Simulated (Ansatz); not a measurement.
Computed with PBE (plane waves to 420 eV, PAW; Ansatz, a quantum-chemistry and plane-wave program).

Plane-averaged electrostatic potential energy along the normal, in eV from the highest filled level, for a constructed model of the (000-1) surface of 4H silicon carbide, C-terminated, (√3x√3)R30° Ga adatom at H3 (bottom of the slab: 3 H on 3 bottom sites):

```
z (Å)  V (eV)
-----  ------
3.66     5.83
3.94     5.83
4.22     5.83
4.50     5.83
4.78     5.83
5.06     5.83
5.34     5.83
5.62     5.83
5.91     5.83
6.19     5.82
6.47     5.80
6.75     5.76
7.03     5.66
7.31     5.42
7.59     4.87
7.88     3.14
8.16     1.86
8.44     2.45
8.72     0.74
9.00    -4.04
9.28    -9.71
9.56   -13.18
9.84   -15.00
10.12  -13.88
10.41   -8.51
10.69   -2.19
10.97    1.07
11.25    0.05
11.53   -4.45
11.81   -9.96
12.09  -13.35
12.38  -15.14
12.66  -13.92
12.94   -8.45
13.22   -2.14
13.50    1.02
13.78   -0.04
14.06   -4.52
14.34  -10.04
14.62  -13.44
14.91  -15.25
15.19  -14.03
15.47   -8.53
15.75   -2.15
16.03    1.12
16.31    0.19
16.59   -4.18
16.88   -9.84
17.16  -13.70
17.44  -15.99
17.72  -14.64
18.00   -8.77
18.28   -2.78
18.56    0.21
18.84    1.00
19.12    1.27
19.41    1.64
19.69    2.42
19.97    3.47
20.25    4.05
20.53    4.31
20.81    4.44
21.09    4.50
21.38    4.53
21.66    4.54
21.94    4.55
22.22    4.55
22.50    4.56
22.78    4.56
23.06    4.56
23.34    4.56
```

Slab: 28 atoms, 10.8 Å thick at the start with caps and adatoms (thin: gaps and levels are the slab's own); k 6x6x1, smearing 0.025 eV, dipole-corrected; 6 atoms held, the rest relaxed; symmetry of the start imposed; no spin, no spin-orbit, no U. In PBE it is, or lies within 0.01 eV a 1x1 cell of, the lowest of the 2 structures of its composition computed so far; subsurface sites and larger cells were not tried.

### Question
The surface cell has an area of 24.87 Å². What dipole along the normal does the step between the two vacuum levels imply?

### Answer
the top vacuum level lies 1.27 eV below the bottom one; p = −ε₀ A ΔV (ε₀ = 0.005526 e/(V·Å)) gives 0.17 e·Å a cell.
